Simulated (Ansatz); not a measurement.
# What biaxial strain +1.50 %, plane normal [001], relaxed out of plane does to Be

The reference is Be in the hcp (Mg type) structure (space group P6_3/mmc, No. 194; a = 2.263 Å, c = 3.566 Å; relaxed with 0.1 eV smearing). Axes: x lies along a and z along c of the hexagonal cell.

One thing is altered: tensile biaxial strain of 1.50 % in the plane normal to [001], as in epitaxy on a mismatched substrate; the out-of-plane cell vector and the atoms relax.

Computed with PBE, PAW, 420 eV (Ansatz, a quantum-chemistry and plane-wave program; no spin-orbit coupling). Γ-centred 29×29×16 mesh, Fermi–Dirac width 0.1 eV.

The volume per atom rises by 0.23 Å³ to 8.14 Å³ and the space group remains P6_3/mmc (No. 194). The shortest interatomic distance goes up by 0.010 Å to 2.221 Å and the pressure (mean of the normal stresses, compression positive) goes from zero to -3.2 GPa. The band gap remains zero and the out-of-plane strain comes out as -0.11 %.

Final structure (turned so that z lies along the plane normal):

```
Be
1.0
    2.29668     0.00000     0.00000
    1.14834     1.98898     0.00000
    0.00000     0.00000     3.56263
Be
2
Cartesian
  2.29668   1.32599   2.67197
  1.14834   0.66299   0.89066
```

Stability against distortions was not tested.
